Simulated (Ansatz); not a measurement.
## Pressure series in GaS

The parent structure is GaS in the beta-GaS type structure (space group P6_3/mmc, No. 194; a = 3.5342 Å, c = 15.0389 Å; layered, stacked along the Cartesian z axis).

Cell and atoms are relaxed at each pressure.

All numbers come from plane-wave PAW DFT at the PBEsol-D3(BJ) level (Ansatz, a quantum-chemistry and plane-wave program, 420 eV), no spin-orbit coupling.

Computed cases, in order: pressure −1 GPa; 0 GPa (base); pressure 3 GPa; pressure 7 GPa; pressure 30 GPa; pressure 50 GPa; pressure 75 GPa; pressure 100 GPa.

Question: Between which two neighbouring cases does the band gap open or close?

Answer: Between pressure 7 GPa (0.65 eV) and pressure 30 GPa (zero). The whole series: pressure −1 GPa: 1.44 eV; 0 GPa (base): 1.29 eV; pressure 3 GPa: 0.98 eV; pressure 7 GPa: 0.65 eV; pressure 30 GPa: zero; pressure 50 GPa: zero; pressure 75 GPa: zero; pressure 100 GPa: zero.

The mesh was chosen for an insulator and is coarse for the gapless case. From pressure 100 GPa on, the axis ratios lie over 15 % from the base's, so the cell there is far from its starting form. Load acts through the strain it causes; cell and atoms are relaxed under it. No phonon test of stability was made. No other phases were tried under pressure. All final runs are without spin polarisation. A zero or small gap of GaS under pressure 30 GPa can be the functional's error rather than a property of the material.
